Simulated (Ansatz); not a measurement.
## GaP, response to strain

Take GaP in the zinc blende structure (space group F-43m, No. 216; a = 5.438 Å) as the base. Axes: x, y, z lie along the cube axes.

Strains are applied to the cell and any free atomic positions relax; under biaxial strain the out-of-plane vector relaxes too; under stress the whole cell relaxes.

Method: Ansatz (a quantum-chemistry and plane-wave program), PBEsol, PAW, cutoff 420 eV, without spin-orbit coupling.

Notes on the quantities. pressure: mean of the normal stresses, compression positive.

| change | gap character | electron mass | pressure | volume per atom | band gap |
|---|---|---|---|---|---|
| base | indirect, Γ → Γ–X (87 % along) | 1.2 mₑ along k, 0.23 mₑ across (off the special points) | 0.00 GPa | 20.11 Å³ | 1.45 eV |
| biaxial strain −1.36 %, plane normal [001], relaxed out of plane | indirect, Γ → Γ–X (87 % along) | 1.1 mₑ along k, 0.22 mₑ across (off the special points) | 1.34 GPa | 19.80 Å³ | 1.30 eV |
| biaxial strain +3.58 %, plane normal [001], relaxed out of plane | indirect, Γ → Γ–M (81 % along) | 0.88 mₑ along k, 0.23 mₑ across (off the special points) | -2.98 GPa | 20.86 Å³ | 0.90 eV |
| biaxial strain +4.58 %, plane normal [110], relaxed out of plane | indirect, Γ → R | 1.7 mₑ along k, 0.12 mₑ across (at R) | -4.96 GPa | 21.56 Å³ | 0.81 eV |
| isotropic strain −4.47 % | – | 1.4 mₑ along k, 0.21 mₑ across (off the special points) | 15.76 GPa | 17.53 Å³ | 1.16 eV |
| isotropic strain +1.55 % | direct at Γ | 0.091 mₑ (at Γ) | -3.53 GPa | 21.06 Å³ | 1.42 eV |
| uniaxial strain ε_xx = −0.48 % | indirect, Γ → Γ–M (87 % along) | 1.1 mₑ along k, 0.23 mₑ across (off the special points) | 0.42 GPa | 20.01 Å³ | 1.40 eV |
| uniaxial strain ε_yy = +3.02 % | indirect, Γ → Γ–X (87 % along) | 1.0 mₑ along k, 0.23 mₑ across (off the special points) | -2.38 GPa | 20.71 Å³ | 1.37 eV |
| uniaxial strain ε_zz = −0.62 % | indirect, Γ → Γ–M (87 % along) | 1.1 mₑ along k, 0.23 mₑ across (off the special points) | 0.54 GPa | 19.98 Å³ | 1.38 eV |
| uniaxial stress, 3 GPa tension along z | indirect, Γ → Γ–X (87 % along) | 1.0 mₑ along k, 0.23 mₑ across (off the special points) | – | 20.35 Å³ | 1.30 eV |

A biaxial case was relaxed in a doubled cell and then solved in the primitive one. Effective masses come from finite differences of ±0.01 Å⁻¹. Along k means along the line from Γ to the band edge. Beyond what the load breaks, stability against distortions was not tested. Labels are those of the standard path for the cell's own space group.
